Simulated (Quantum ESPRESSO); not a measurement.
## Parameter sweep on Rb (Im-3m, 1 atom in the cell)

```yaml
crystal:
  lattice:
    - [-2.85947, 2.85947, 2.85947]
    - [2.85947, -2.85947, 2.85947]
    - [2.85947, 2.85947, -2.85947]
  atoms:
    - { symbol: Rb, position: [0.00000, 0.00000, 0.00000] }
```

Base run A: PBE, SSSP 1.1.2 efficiency (PBE) pseudopotentials run with Quantum ESPRESSO, self-consistent single point.

Its settings: ecutwfc = 60 Ry; occupations = smearing; smearing = gauss; degauss = 0.019992 Ry; potentials = {Rb: Rb_ONCV_PBE-1.0.oncvpsp.upf}; K_POINTS = automatic 6 6 6 0 0 0; conv_thr = 1e-08 Ry; mixing_beta = 0.7.

The starting cell has typed, rounded lattice constants, without a prior relaxation at this level. Its lattice was rescaled by a random factor within 2.5 % of one.

ΔF is the free energy per atom less that of run A. 

```csv
run,"degauss, K_POINTS",ΔF (meV/atom),pressure (GPa),TS (meV/atom),k-points
A,"0.019992 Ry, automatic 6 6 6 0 0 0",0.00,-0.05,42.1,16
B,"0.002205 Ry, automatic 4 4 4 0 0 0",78.4,0.01,6.3,8
C,"0.0073499 Ry, automatic 4 4 4 0 0 0",63.6,0.01,21.0,8
D,"0.02205 Ry, automatic 4 4 4 0 0 0",19.2,0.00,71.4,8
E,"0.002205 Ry, automatic 5 5 5 0 0 0",13.1,-0.08,2.9,10
F,"0.0073499 Ry, automatic 5 5 5 0 0 0",6.4,-0.08,9.6,10
G,"0.02205 Ry, automatic 5 5 5 0 0 0",-14.7,-0.07,38.1,10
H,"0.002205 Ry, automatic 6 6 6 0 0 0",32.1,-0.05,3.7,16
I,"0.0073499 Ry, automatic 6 6 6 0 0 0",23.5,-0.05,12.4,16
J,"0.02205 Ry, automatic 6 6 6 0 0 0",-4.4,-0.05,48.8,16
K,"0.002205 Ry, automatic 7 7 7 0 0 0",10.8,-0.08,0.9,20
L,"0.0073499 Ry, automatic 7 7 7 0 0 0",8.2,-0.07,5.2,20
M,"0.02205 Ry, automatic 7 7 7 0 0 0",-9.9,-0.06,38.6,20
```

Run F against A: The free energy rises by 6.4 meV/atom and the pressure hardly changes (-0.05 to -0.08 GPa).

Run B against A: The free energy goes up by 78.4 meV/atom and the pressure hardly changes (-0.05 to 0.01 GPa).
